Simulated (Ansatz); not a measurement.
Consider BN in the zinc blende structure (space group F-43m, No. 216; a = 3.610 Å).

Levels (all Ansatz, an electronic-structure program, PAW): r2SCAN (500 eV, without spin-orbit coupling); HSE06 (420 eV, scalar-relativistic without spin-orbit coupling).

The geometry is relaxed with r2SCAN.

| Quantity | Result |
|---|---|
| r2SCAN band gap | 5.00 eV |

With HSE06 at the same geometry, the band gap rises by 0.79 eV to 5.79 eV.

Single points use the geometry relaxed with r2SCAN. The hybrid gap comes from the SCF mesh plus the semilocal run's edge points and a few special points and is an upper bound. Whether these cells are dynamically stable was not tested.
